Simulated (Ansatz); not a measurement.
The starting structures come from a database of crystals and need not be the phases stable at ambient conditions.

Input:

```
CELL_PARAMETERS angstrom
      5.40475     0.00000     0.00000
      0.00000     7.43462     0.00000
      2.70237     0.00000     9.02312
ATOMIC_POSITIONS crystal
  K  0.44634 0.25000 0.63570
  K  0.08204 0.75000 0.36430
  V  0.91293 0.25000 0.21860
  V  0.13153 0.75000 0.78140
  Cu 0.00552 0.50000 0.00000
  Cu 0.00552 0.00000 0.00000
  Cu 0.41500 0.25000 0.21536
  Cu 0.63036 0.75000 0.78464
  S  0.89688 0.50834 0.78196
  S  0.67884 0.49166 0.21804
  S  0.89688 0.99166 0.78196
  S  0.67884 0.00834 0.21804
  S  0.05045 0.25000 0.41322
  S  0.46367 0.75000 0.58678
  S  0.24946 0.25000 0.01488
  S  0.26434 0.75000 0.98512
```

Space group of this cell: Ama2. The cell is taken as given; by PBEsol its mean pressure is -2.7 GPa.

Transport runs along the normal of the first two printed cell vectors.

No gap correction and no spin-orbit coupling; mid-gap values are interpolated between computed energies.

Task: Predict the band gap and the smallest decay constant κ at mid-gap from PBEsol in Ansatz (a first-principles code).

Result: Gap 1.05 eV on a 6×4×6 mesh; κ = 0.368 1/Å, at the zone centre.
